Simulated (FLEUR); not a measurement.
## Equation of state of zinc-blende SiC (space group 216): energy against volume (FLEUR, PBE)

```yaml
crystal:
  lattice:
    - [0.00000, 2.14124, 2.14124]
    - [2.14124, 0.00000, 2.14124]
    - [2.14124, 2.14124, 0.00000]
  atoms:
    - { symbol: Si, position: [0.00000, 0.00000, 0.00000] }
    - { symbol: C, position: [0.75000, 0.75000, 0.75000] }
```

Computed with PBE, all-electron FLAPW (FLEUR), scalar-relativistic valence (FLEUR). Settings: Kmax = 5.36 1/bohr; GmaxXC = 21.4 1/bohr; xcFunctional = pbe; jspins = 1; l_soc = F; mode = hist; fermiSmearingEnergy = 0.00036749 Htr; mesh (inpgen div1-3) = 13 13 13; inpgen gamma flag = false; Gmax = 21.4 1/bohr; numbands = 0; maxIterBroyd = 25; imix = Anderson; alpha = 0.05; precondParam = 0; minDistance = 1e-05 me/bohr^3. The cell above is the first row's. The rows scale it uniformly. In all rows fractional positions and the k mesh are held. E is the free energy at the stated smearing, counted from the lowest row.

| V (Å^3/atom) | E (meV/atom) |
|---|---|
| 9.817 | ? |
| 10.031 | 15.70 |
| 10.244 | 4.59 |
| 10.458 | 0.00 |
| 10.671 | 1.31 |
| 10.884 | 7.93 |
| 11.098 | 19.40 |
| 11.311 | 35.22 |
| 11.525 | 54.98 |

Problem. Using the third-order Birch-Murnaghan form, a cubic in V^(-2/3), estimate the missing E at V = 9.817 from the other rows, showing the fit.

Solution. With u = V^(-2/3) - 0.205, the rows have u = 0.009999, 0.007009, 0.004107, 0.001315, -0.001386, -0.004012, -0.006543, -0.009008. Least squares gives E = 3.876 - 2427.51·u + 360716·u² + 32175·u³. Residuals (row less fit): 0.000, -0.003, 0.007, 0.002, -0.003, -0.019, 0.027, -0.009; standard error 0.018 (degrees of freedom: 4). Its minimum lies at u = 0.003363, so V0 = (0.208363)^(-3/2) = 10.51. There d²E/du² = 722100 and d³E/du³ = 193000, so B0 = (4/9) × 10.51^(-7/3) × 722100 × 0.160218 = 212 GPa (the last factor turns the table's units into GPa), and B0' = 4 + (2/3) × 0.208363 × (193000)/722100 = 4.0. At the withheld row, u = 0.013113, so E = 3.876 - 2427.51 × 0.013113 + 360716 × 0.013113² + 32175 × 0.013113³ = 34.142 meV/atom. The calculation gives 34.01 meV/atom, 0.132 meV/atom below the prediction (0.2 % of the range of E in the table). The row lies outside the fitted rows, so this is an extrapolation. From the scatter of the fitted rows alone, a prediction at this place has a standard error of 0.053 meV/atom, so the miss is 2.5 times that.

Carrying the step between the two nearest rows on in a straight line would have given 26.86, off by 7.15; series whose last step already gives the withheld value aren't shown. The scan was laid around a cell of about the measured size, scaled by a guess for this functional. This is the 3C polytype. The runs keep the symmetry of the cell, so they don't test it for distortions. Values depend on the basis (sphere radii, cutoffs, local orbitals), which need not be converged. Cutoffs and mesh are single choices, not tested for convergence of this quantity. Series with a scatter that would blur these digits, or in which a gap closes, are not shown. Nor are scans whose minimum lies at an end fitted in this form.
